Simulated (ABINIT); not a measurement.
```
K3Cd
1.0
    0.00000     4.61034     4.61034
    4.61034     0.00000     4.61034
    4.61034     4.61034     0.00000
K Cd
3 1
Cartesian
  2.30517   2.30517   2.30517
  6.91551   6.91551   6.91551
  4.61034   4.61034   4.61034
  0.00000   0.00000   0.00000
```

Method: PBEsol, PAW (JTH v2.0 PBE PAW, files made for PBE) (plane waves; ABINIT).

The set-up and first iterations of an ABINIT log for K3Cd (Fm-3m, 4 atoms in the cell):

```
 Symmetries : space group Fm -3 m (#225); Bravais cF (face-center cubic)

 -outvars: echo values of preprocessed input variables --------
            acell      1.2321024452E+01  1.2321024452E+01  1.2321024452E+01 Bohr
             ecut      2.10000000E+01 Hartree
           enunit           1
              ixc     -116133
         kptrlatt        4    0    0      0    4    0      0    0    4
          kptrlen      4.92840978E+01
            natom           4
            nband          27
            ngfft          54      54      54
          ngfftdg          72      72      72
             nkpt           8
            nstep          80
             nsym          48
           ntypat           2
           occopt           7
        pawecutdg      4.20000000E+01 Hartree
         pawxcdev           0
            rprim     -0.0000000000E+00  7.0710678120E-01  7.0710678120E-01
   [... lines left out ...]
           useylm           1
             xred      2.5000000000E-01  2.5000000000E-01  2.5000000000E-01
                       7.5000000000E-01  7.5000000000E-01  7.5000000000E-01
                       5.0000000000E-01  5.0000000000E-01  5.0000000000E-01
                       0.0000000000E+00  0.0000000000E+00  0.0000000000E+00
            znucl       19.00000   48.00000

== DATASET  1 ==================================================================

 Real(R)+Recip(G) space primitive vectors, cartesian coordinates (Bohr,Bohr^-1):
 R(1)=  0.0000000  8.7122799  8.7122799  G(1)= -0.0573903  0.0573903  0.0573903
 R(2)=  8.7122799  0.0000000  8.7122799  G(2)=  0.0573903 -0.0573903  0.0573903
 R(3)=  8.7122799  8.7122799  0.0000000  G(3)=  0.0573903  0.0573903 -0.0573903
 Unit cell volume ucvol=  1.3225907E+03 bohr^3
 Angles (23,13,12)=  6.00000000E+01  6.00000000E+01  6.00000000E+01 degrees

 Coarse grid specifications (used for wave-functions):

 getcut: wavevector=  0.0000  0.0000  0.0000  ngfft=  54  54  54
         ecut(hartree)=     21.000   => boxcut(ratio)=   2.12530

 Fine grid specifications (used for densities):

 getcut: wavevector=  0.0000  0.0000  0.0000  ngfft=  72  72  72
         ecut(hartree)=     42.000   => boxcut(ratio)=   2.00307

   2.50352525E+03                                ecore*ucvol(ha*bohr**3)

_setup2: Arith. and geom. avg. npw (full set) are    6074.984    6074.954
--- !BeginCycle
solver: {iscf: 17, nstep: 80, nline: 4, wfoptalg: 10, }
tolerances: {toldfe: 1.00E-09, }
...

     iter   Etot(hartree)      deltaE(h)  residm     nres2
 ETOT  1  -132.48999814849    -1.325E+02 1.264E-01 3.244E+01
 ETOT  2  -133.16921116364    -6.792E-01 7.790E-02 5.193E+03
 ETOT  3  -133.28418792915    -1.150E-01 1.037E-01 9.023E+03
 ETOT  4  -133.38146241419    -9.727E-02 5.122E-02 1.048E+04
 ETOT  5  -133.46810365533    -8.664E-02 4.999E-02 1.074E+04
```

Q: Will this run converge, and how will it end?

A: The run ended unconverged after 80 iterations. It gives no final result for the task that was set. The log goes on:

```
   [... 71 lines left out ...]
 ETOT 77  -133.03867966891     8.627E-03 1.398E-05 9.942E+03
 ETOT 78  -133.03499003487     3.690E-03 5.344E-06 9.915E+03
 ETOT 79  -132.96781352567     6.718E-02 1.088E-04 2.703E+00
 ETOT 80  -132.96919332498    -1.380E-03 6.223E-05 1.471E+01

 Cartesian components of stress tensor (hartree/bohr^3)
  sigma(1 1)= -1.97624432E-04  sigma(3 2)=  0.00000000E+00
  sigma(2 2)= -1.97624432E-04  sigma(3 1)=  0.00000000E+00
  sigma(3 3)= -1.97624432E-04  sigma(2 1)=  0.00000000E+00
 scprqt:  WARNING -
  nstep=   80 was not enough SCF cycles to converge;
  maximum energy difference=  1.380E-03 exceeds toldfe=  1.000E-09

 ----iterations are completed or convergence reached----

 reduced coordinates (array xred) for    4 atoms
       0.250000000000      0.250000000000      0.250000000000
       0.750000000000      0.750000000000      0.750000000000
       0.500000000000      0.500000000000      0.500000000000
       0.000000000000      0.000000000000      0.000000000000
 cartesian forces (eV/Angstrom) at end:
    1     -0.00000000000000     0.00000000000000     0.00000000000000
    2      0.00000000000000    -0.00000000000000    -0.00000000000000
    3      0.00000000000000    -0.00000000000000     0.00000000000000
    4      0.00000000000000    -0.00000000000000     0.00000000000000
 frms,max,avg= 5.1224444E-29 1.2105743E-28   0.000E+00  0.000E+00  0.000E+00 e/A
 length scales= 12.321024452300 12.321024452300 12.321024452300 bohr
   [... lines left out ...]
 Fermi (or HOMO) energy (eV) =   2.18925   Average Vxc (eV)=  -6.85693
   [... lines left out ...]
local_psp           : -1.31914165814940E+02
internal            : -1.34228849099528E+02
'-kT*entropy'       : -5.68084829734743E-04
total_energy        : -1.34229417184358E+02
total_energy_eV     : -3.65256819630765E+03
...

-Cartesian components of stress tensor (GPa)         [Pressure=  5.8143E+00 GPa]
- sigma(1 1)= -5.81431056E+00  sigma(3 2)=  0.00000000E+00
- sigma(2 2)= -5.81431056E+00  sigma(3 1)=  0.00000000E+00
- sigma(3 3)= -5.81431056E+00  sigma(2 1)=  0.00000000E+00

 Calculation completed.
```

The starting cell comes from a database of computed structures (which also holds hypothetical and non-ambient phases and stackings), without a prior relaxation at this level. The potentials were made for another functional than the one used.

The run was DFT, PBEsol, plane waves, PAW (JTH v2.0 PBE PAW, files made for PBE). Main settings of its input:

```
setting                                       value
----------  ---------------------------------------
pseudos     [K.GGA_PBE-JTH.xml, Cd.GGA_PBE-JTH.xml]
ecut                                          42 Ry
pawecutdg                                     84 Ry
pawxcdev                                          0
ixc                                         -116133
occopt                                            7
tsmear                                0.00183747 Ha
ngkpt                                         4 4 4
nshiftk                                           1
shiftk                                        0 0 0
potentials                         JTH v2.0 PBE PAW
nband                                            27
```
